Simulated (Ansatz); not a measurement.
Symmetric slabs, relaxed from ideal cuts in 1x1 cells, of elemental solids: surface energy (J/m²) by functional, in Ansatz (plane waves, PAW). All structures are PBE's; the other columns are single points with references at the same level. No spin-orbit coupling, Hubbard U or dispersion. The rows are a random draw from the class, without slabs that broke up, higher cuts of a face and adsorbates that left their site.

```json
[
 {"system": "hcp Zn (31-41), ideal cut with outer spacing 0.10 Å", "PBE (J/m²)": "0.70", "r2SCAN (J/m²)": "0.88"},
 {"system": "hcp Mg (31-41), ideal cut with outer spacing 0.13 Å", "PBE (J/m²)": "0.70", "r2SCAN (J/m²)": "0.78"},
 {"system": "hcp Zn (31-42), ideal cut with outer spacing 0.20 Å", "PBE (J/m²)": "0.78", "r2SCAN (J/m²)": "0.98"},
 {"system": "fcc Au (321), ideal cut with outer spacing 0.56 Å", "PBE (J/m²)": "0.87", "r2SCAN (J/m²)": "1.06"},
 {"system": "hcp Cd (30-31), ideal cut with outer spacing 0.43 Å", "PBE (J/m²)": "0.24", "r2SCAN (J/m²)": "0.33"},
 {"system": "hcp Mg (31-40), ideal cut with outer spacing 0.51 Å", "PBE (J/m²)": "0.67", "r2SCAN (J/m²)": "?"},
 {"system": "hcp Tl (30-32), ideal cut with outer spacing 0.97 Å", "PBE (J/m²)": "0.27", "r2SCAN (J/m²)": "0.35"}
]
```

Q: Fit a straight line y = a·x + b by least squares to the 6 complete rows (x: PBE (J/m²); y: r2SCAN (J/m²)).

A: the means are x̄ = 0.5933 and ȳ = 0.7300; Σ(x − x̄)² = 0.36353 and Σ(x − x̄)(y − ȳ) = 0.42350, so a = 1.165 and b = ȳ − a·x̄ = 0.039. The largest residual is 0.074.

Q: What does the line predict for the withheld row, hcp Mg (31-40), ideal cut with outer spacing 0.51 Å, and what did the calculation give?

A: the line gives 0.82; the calculation gave 0.75, a miss of -0.07, of the size of the fitted rows' scatter and rounding.

Ansatz is an electronic-structure program.
